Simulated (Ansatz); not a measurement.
**The (100) surface of rock-salt TiN, Sc on half the Ti sites of the top plane, c(2x2) (bottom of the slab: a bare face, its two planes held)**

Calculation: PBE (plane waves to 420 eV, PAW; Ansatz, a quantum-chemistry and plane-wave program).

Slab: 24 atoms, 10.6 Å thick at the start with caps and adatoms (thin: gaps and levels are the slab's own); k 9x9x1, smearing 0.1 eV, dipole-corrected; 8 atoms held, the rest relaxed; held to the start's symmetry, so lower structures may exist; no spin, no spin-orbit, no U. It is one candidate, not shown to be the stable structure of the face.

The work function of the top face comes out as 2.40 eV and the energy released by relaxation comes out as 0.31 eV. The cost is roughly 3 core-minutes.
